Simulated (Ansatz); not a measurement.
TiC with two functionals, Ti → Hf

Base system: TiC in the rock salt structure (space group Fm-3m, No. 225; a = 4.3327 Å).

(Cell as relaxed with PBE.)

Levels (all Ansatz, a program for electronic structure, PAW, earlier PAW set): PBE (420 eV, scalar-relativistic without spin-orbit coupling); r2SCAN (500 eV, no spin-orbit coupling).

Each level relaxes its own structure.

| base | PBE | r2SCAN |
|---|---|---|
| volume per atom | 10.17 Å³ | 10.14 Å³ |
| lattice parameter a | 4.333 Å | 4.329 Å |
| band gap | zero | zero |

One thing is altered: full substitution Ti → Hf; the structure is relaxed again.

| quantity | PBE | r2SCAN |
|---|---|---|
| lattice parameter a | 4.652 Å | [?] |
| band gap | zero | [?] |

Question: What does r2SCAN give?

Answer: 
- lattice parameter a, r2SCAN: 4.641 Å
- band gap, r2SCAN: zero

PBE's lattice parameter a lies 0.011 Å above r2SCAN's (0.2 %); the two agree on the band gap. Neither level is exact; r2SCAN is the comparison here, not a measurement.

Whether these cells are dynamically stable was not tested. All final runs are without spin polarisation.
